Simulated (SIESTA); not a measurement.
## A short convergence ladder for HgTe (R3m, 2 atoms in the cell)

```yaml
crystal:
  lattice:
    - [0.00000, 3.21385, 3.21385]
    - [3.21385, 0.00000, 3.21385]
    - [3.21385, 3.21385, 0.00000]
  atoms:
    - { symbol: Hg, position: [0.00449, 0.00449, 0.00449] }
    - { symbol: Te, position: [0.25000, 0.25000, 0.25000] }
```

Base method: SIESTA with GGA PBEsol, numerical atomic orbitals DZP, PseudoDojo PBEsol standard norm-conserving potentials (rewritten from UPF to PSML).

Base settings: XC.functional = GGA; XC.authors = PBEsol; potentials = PseudoDojo PBEsol standard; PAO.BasisSize = DZP; PAO.EnergyShift = 0.01 Ry; MeshCutoff = 300 Ry; kgrid.MonkhorstPack = 7 7 7; OccupationFunction = FD; ElectronicTemperature = 116.05 K; MaxSCFIterations = 150.

**The width of Fermi-Dirac smearing**

The mesh stays at the base's, so the ladder's end is converged at best in this setting alone.

Only quantities that move along the ladder and can be compared are tabulated.

| ElectronicTemperature | free energy less the last step's (meV/atom) | pressure (GPa) |
|---|---|---|
| 11604.5 K | -414.39 | 1.94 |
| 5802.26 K | -43.58 | -0.45 |
| 2320.9 K | -1.36 | -0.94 |
| 1160.45 K | -0.16 | -0.96 |
| 232.09 K | 0.00 | -0.97 |

Widest ElectronicTemperature that holds the free energy within 2 meV/atom of the last step, with all finer ones: 2320.9 K; the step before is off by 44 meV/atom.

Widest ElectronicTemperature that holds the pressure within 0.1 GPa of the last step, with all finer ones: 2320.9 K; the step before is off by 0.52 GPa.

On the base run: the starting cell has typed, rounded lattice constants, without a prior relaxation at this level. Its lattice was rescaled by up to half a per cent. One atom was moved a little off its site on purpose. Values carry the incompleteness of an atom-centred basis.
